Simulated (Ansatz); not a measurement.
## AlCl3 (C2/m, No. 12)

All values below come from HSE06 (plane waves, PAW; Ansatz, a first-principles code).

Numerical settings: plane-wave cutoff 460 eV, 6×6×4 k mesh (along the axes of the cell as run), Fermi–Dirac smearing 0.01 eV, scalar-relativistic PAW data made under PBE.

Cell: relaxed at this level.

```yaml
band_gap: 6.93 eV (on the SCF k mesh) (indirect)
smallest_direct_gap_on_the_k_points_sampled: 7.01 eV
"Γ–Γ gap": 7.01 eV
```

Note: the cell comes from a level without a dispersion term, which matters for the spacing of layers, chains or molecules; the volume lies 17 % above that of the published cell; the cell has widely spaced layers and the level no dispersion term, so their spacing and the moduli can rest on weak binding.

The computed numbers hold no vibrational or temperature effects.
